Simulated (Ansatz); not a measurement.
The structure below was relaxed with plane-wave PAW DFT at the PBEsol level (Ansatz, a first-principles code, 420 eV), no spin-orbit coupling, at pressure −1 GPa.

Space group Pm-3m (No. 221); a = 4.898 Å, b = 4.898 Å, c = 4.898 Å, α = 90.00°, β = 90.00°, γ = 90.00°

```tsv
atom	site	symmetry	x	y	z
Ag	3c	4/mm.m	0.0000	0.5000	0.5000
S	1b	m-3m	0.5000	0.5000	0.5000
I	1a	m-3m	0.0000	0.0000	0.0000
```

### Question
Write out a cell with all atoms.

### Answer
```cif
data_Ag3IS
_chemical_formula_sum 'Ag3 S1 I1'
_space_group_name_H-M_alt 'P 1'
_space_group_IT_number 1
_cell_length_a 4.89769
_cell_length_b 4.89769
_cell_length_c 4.89769
_cell_angle_alpha 90.000
_cell_angle_beta 90.000
_cell_angle_gamma 90.000
loop_
_space_group_symop_operation_xyz
  'x, y, z'
loop_
_atom_site_label
_atom_site_type_symbol
_atom_site_fract_x
_atom_site_fract_y
_atom_site_fract_z
_atom_site_occupancy
Ag1 Ag 0.50000 0.50000 0.00000 1
Ag2 Ag 0.00000 0.50000 0.50000 1
Ag3 Ag 0.50000 0.00000 0.50000 1
S1 S 0.50000 0.50000 0.50000 1
I1 I 0.00000 0.00000 0.00000 1
```
This is the conventional cell.

Load acts through the strain it causes; cell and atoms are relaxed under it. No phonon test of stability was made. The cell was made from Ag₃SI in the anti-perovskite structure (space group Pm-3m, No. 221) by this change: pressure −1 GPa.
